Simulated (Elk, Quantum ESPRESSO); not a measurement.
A Quantum ESPRESSO input for a self-consistent single point of Hf₂Ge (I4/mcm, 6 atoms in the cell) (DFT, PBEsol, plane waves, PseudoDojo standard norm-conserving (PBESOL) pseudopotentials):

```fortran
&control
 calculation = 'scf'
 prefix = 'Hf2Ge'
 outdir = './work'
 pseudo_dir = './'
 tprnfor = .true.
 tstress = .true.
/
&system
 ibrav = 7
 celldm(1) = 12.3135688116
 celldm(3) = 0.804332679564
 nat = 6
 ntyp = 2
 ecutwfc = 80
 occupations = 'smearing'
 smearing = 'gaussian'
 degauss = 0.0073499
/
&electrons
 conv_thr = 1.0e-11
 mixing_beta = 0.3
/
ATOMIC_SPECIES
Hf   178.4900  Hf.upf
Ge    72.6300  Ge.upf
ATOMIC_POSITIONS crystal
Hf   -0.5000000000    0.1557600000    0.3442400000
Hf   -0.5000000000    0.8442400000    0.6557600000
Hf   -0.8115200000    0.6557600000    0.1557600000
Hf   -0.1884800000    0.3442400000    0.8442400000
Ge    0.0000000000    0.2500000000    0.2500000000
Ge    0.0000000000    0.7500000000    0.7500000000
K_POINTS automatic
5 5 5  0 0 0
```

Give the Elk input for the same structure, mesh, smearing and functional.

One input that does it (others would too):

```
tasks
  0

xctype
  22

rgkmax
  8.0

gmaxvr
  16.0

nxoapwlo
  1

rmtscf
  0.91

stype
  0

swidth
  0.00367493

avec
   -6.1567844058    6.1567844058    4.9521028986
    6.1567844058   -6.1567844058    4.9521028986
    6.1567844058    6.1567844058   -4.9521028986

atoms
  2   : nspecies
  'Hf.in'   : spfname
  4   : natoms; atposl, bfcmt below
  0.3442400000  0.1557600000  0.5000000000    0.0 0.0 0.0
  0.6557600000  0.8442400000  0.5000000000    0.0 0.0 0.0
  0.1557600000  0.6557600000  0.8115200000    0.0 0.0 0.0
  0.8442400000  0.3442400000  0.1884800000    0.0 0.0 0.0
  'Ge.in'   : spfname
  2   : natoms; atposl, bfcmt below
  0.2500000000  0.2500000000  0.0000000000    0.0 0.0 0.0
  0.7500000000  0.7500000000  0.0000000000    0.0 0.0 0.0

ngridk
  5 5 5
```

Basis settings and potentials, where a program has them, do not carry over. This input uses DFT, PBEsol, all-electron FP-LAPW, Elk's shipped species files, LAPW+lo basis.

The starting cell comes from a database of computed structures (which also holds hypothetical and non-ambient phases and stackings), without a prior relaxation at this level. Its lattice was rescaled by a random factor within 2.5 % of one.
